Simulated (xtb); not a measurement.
xtb 6.7.1, GFN2-xTB: C[O][Ge]([O]C)([O]C)[OH+]C, charge +1, multiplicity 1, 22 atoms. The geometry is a generated start, not checked to be a minimum at this level.

method: GFN2-xTB
--acc: 1 (default)
--etemp (K): 300 (default)
detailed input (--input): none: ANC optimiser, Lindh (1995) Hessian, microcycle=20, maxdispl=1.0, hlow=0.01 (default)
basis functions: 55
valence electrons: 56

```xyz
22

C     -1.3369    -2.5810    -1.0891
O     -1.3135    -1.1452    -0.9986
Ge    -0.5488    -0.1163     0.1081
O     -1.0424     1.5120     0.1209
C     -1.8405     2.2633    -0.8091
O      0.0433    -0.7452     1.5635
C      0.4181    -0.0845     2.7843
O      1.3821     0.0097    -1.0363
C      2.6627     0.3755    -0.4962
H     -1.6078    -3.0370    -0.1379
H     -2.0998    -2.8007    -1.8353
H     -0.3714    -2.9618    -1.4182
H     -2.2244     3.1086    -0.2371
H     -2.6719     1.6766    -1.1959
H     -1.2255     2.6239    -1.6325
H      1.4834     0.1468     2.7690
H     -0.1523     0.8296     2.9499
H      0.2080    -0.7979     3.5820
H      1.2934     0.3747    -1.9279
H      2.7214     1.4493    -0.3077
H      2.7803    -0.1688     0.4380
H      3.4426     0.0684    -1.1941
```

Charge 1 and multiplicity 1 are set for this test and not shown to be the ground state.

The structure is relaxed from this start with --opt LEVEL for the levels crude, sloppy, loose, lax, normal, tight, vtight, extreme, once each. Up to the end of the extreme run atoms move by at most 1.1 Å along an axis.

**Question.** Choose the cheapest level whose final energy lies within 1 meV of that of extreme.

**Answer.** tight: 81 cycles against 122, ending 0.50 meV above.

```
level    cycles  energy above the extreme run (meV)  gradient norm (eV/Å)
-------  ------  ----------------------------------  --------------------
crude         1                                  14                  0.16
sloppy        1                                  14                  0.16
loose         1                                  14                  0.16
lax           4                                  12                 0.094
normal       14                                 9.6                 0.051
tight        81                                0.50                 0.023
vtight      118                               0.013                0.0096
extreme     122                                   —                0.0024
```
